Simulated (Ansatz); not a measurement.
Amorphous IGZO (In9Ga9Zn9O36), 63 atoms at 5.90 g/cm³, one PBE-relaxed geometry, zone centre. Methods: PBE, scalar-relativistic without spin-orbit coupling (Ansatz, a program for electronic structure); r2SCAN, scalar-relativistic without spin-orbit coupling (Ansatz); HSE06, scalar-relativistic without spin-orbit coupling (Ansatz). Plane waves to 420 eV (r2SCAN 500 eV); exact exchange is cut at the cell's faces. All rungs ran without spin polarisation.

It comes from a melt-quench run on a machine-learned potential (CHGNet), relaxed afterwards by DFT. O atoms were pushed apart under 1.9 Å during the dynamics, to hinder bonds among them. The hot cell started wider than the set density and was brought back towards it in steps. It is the lowest in DFT energy of 4 quenches. It is a model cell: composition and starting density were chosen by hand, and all elements were melted together. No dispersion term was used. Its density started from a set value of 5.90 and ended at 5.90 g/cm³. Cooling (nominally 320 K/ps over its main leg) ran many orders faster than in experiment, which tends to leave more defects and strain. A cell of this size samples the disorder only roughly. The volume was held where the preparation left it, at a PBE pressure of 2.4 GPa. Stress components on the final sampling reach 3.5 GPa.

The relaxation ran on the zone centre alone. At PBE the gap is 0.96 eV on a 2×2×2 Γ-centred mesh, and the spacing at the zone centre alone 0.98 eV.

Q: What zone-centre spacing does r2SCAN give, roughly?

A: 1.45 eV (+0.47 eV against PBE).

Q: What zone-centre spacing does HSE06 give, roughly?

A: 2.59 eV (+1.60 eV against PBE).

The highest filled and the lowest empty state spread over these numbers of atoms (participation numbers): PBE: 13.7 and 59.5; r2SCAN: 12.5 and 58.7; HSE06: 11.8 and 58.4.
